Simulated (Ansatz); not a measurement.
Input and output of a relaxation of the atoms for InAs (R3m, 2 atoms in the cell) (Ansatz, a program for electronic structure).

Computed with LDA (PW92), default PAW files made with PBE (plane waves; Ansatz).

The change in words: one atom moved by 0.15 angstrom; relax: default → atoms; relax.f_tol: default → 0.001 eV/Å. Reference geometry:
```
CELL_PARAMETERS angstrom
      0.00000     3.02091     3.02091
      3.02091     0.00000     3.02091
      3.02091     3.02091     0.00000
ATOMIC_POSITIONS crystal
  In 0.00000 0.00000 0.00000
  As 0.25000 0.25000 0.25000
```

Reference input (self-consistent single point, DFT, LDA (PW92), plane waves, default PAW files made with PBE): basis.ecutwfc = 420 eV; kpoints.mp_grid.grid = 7 7 7; hamiltonian.xc = lda; hamiltonian.pseudopotentials = {kind: paw} (the program's default PAW files); scf.occupations.method = fermi_dirac; scf.occupations.width = 0.05 eV. This run's input differs from it in these lines:

```diff
@@ -6,3 +6,3 @@
   atoms:
-    - { symbol: In, position: [0.000000, 0.000000, 0.000000] }
+    - { symbol: In, position: [0.014334, 0.014334, 0.014334] }
     - { symbol: As, position: [0.250000, 0.250000, 0.250000] }
@@ -21,2 +21,4 @@
     width: 0.05
+relax:
+  f_tol: 0.001
 output:
```

Log, with long lists cut:

```
   [... SCF lines of the steps left out ...]
relax step   1: F+E_penalty+E_count = -10231.13661152 eV  Δ(F+E_penalty+E_count) = +0.000e0 eV  max|allowed force component| = 8.388e-1 eV/Å  Δτ_max = 0.0000 Å  (6 SCF iters, dr2 threshold 1.00e-7 eV, accepted)
relax step   2: F+E_penalty+E_count = -10231.23572772 eV  Δ(F+E_penalty+E_count) = -9.912e-2 eV  max|allowed force component| = 7.139e-2 eV/Å  Δτ_max = 0.0836 Å  (5 SCF iters, dr2 threshold 4.40e-5 eV, accepted)
relax step   3: F+E_penalty+E_count = -10231.23679588 eV  Δ(F+E_penalty+E_count) = -1.068e-3 eV  max|allowed force component| = 2.703e-3 eV/Å  Δτ_max = 0.0089 Å  (4 SCF iters, dr2 threshold 3.18e-7 eV, accepted)
relax step   4: F+E_penalty+E_count = -10231.23679590 eV  Δ(F+E_penalty+E_count) = -1.649e-8 eV  max|allowed force component| = 2.669e-3 eV/Å  Δτ_max = 0.0000 Å  (4 SCF iters, accepted)
relax step   5: F+E_penalty+E_count = -10231.23679734 eV  Δ(F+E_penalty+E_count) = -1.443e-6 eV  max|allowed force component| = 2.075e-6 eV/Å  Δτ_max = 0.0003 Å  (4 SCF iters, accepted)
the relaxation is at rest under the 6 symmetry operations that the run kept from its start: a minimum is not shown …
Stability not checked: this state was not tested for a lower state beside it, because too few of the mixer's solves of this state at the end of the SCF gave a …
Free energy (F): -10231.236797 eV
Internal energy: -10231.236133 eV  (E = F + TS)
E sigma→0 (E₀):  -10231.236465 eV
Entropy (-TS):   -0.000664 eV (-0.332 meV/atom)
Fermi energy:    7.610574 eV
--- Forces (eV/Å), atoms counted from 1 ---
  atom   1  In     0.00000138     0.00000138     0.00000138
   [... lines left out ...]
--- Relaxed structure (5 steps of the walk, 5 accepted, 0 SCFs on fresh bases) ---
  F+E_penalty+E_count = -10231.23679734 eV   max|allowed force component| = 2.075e-6 eV/Å
  atoms:
    - { symbol: In, position: [0.007166993737155746, 0.007166993737155746, 0.007166993737155746] }
    - { symbol: As, position: [0.2571670062628442, 0.2571670062628442, 0.2571670062628442] }
```

The run converged. 

Summary of the result:
Free energy E − TS (on the zero of these files): -10231.2368 eV
Fermi level (on the code's own zero): 7.61 eV
Pressure: -0.44 GPa
Relaxation steps: 5

The starting cell has typed, rounded lattice constants, without a prior relaxation at this level. Its lattice was rescaled by up to half a per cent. For this run, on top of that: one atom moved by 0.15 angstrom. The relaxation keeps the symmetry of its start, so its end need not be a minimum. Ansatz's pressure includes its estimate of the finite-basis (Pulay) stress. The run gives no clean gap (levels at the Fermi energy touch, overlap or are partly filled at this smearing), which alone does not show that the compound is a metal.

Keys are those of Ansatz 0.2.
